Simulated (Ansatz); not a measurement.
**The (313) surface of tetragonal indium in its 1x1 cell, outermost plane spacing 0.44 Å in the ideal cut**

All values below come from PBE (plane waves to 420 eV, PAW; Ansatz, an electronic-structure program).

Model: 24-atom slab, 10.2 Å thick at the start (thin: gaps and levels are the slab's own), 7x4x1 mesh, Fermi-Dirac 0.1 eV, dipole correction, all atoms relaxed; held to the start's symmetry, so lower structures may exist; no spin, no spin-orbit, no U.

work function of the top face: 3.81 eV
energy released by relaxation: 0.21 eV
cost: around 21 core-minutes (rough)
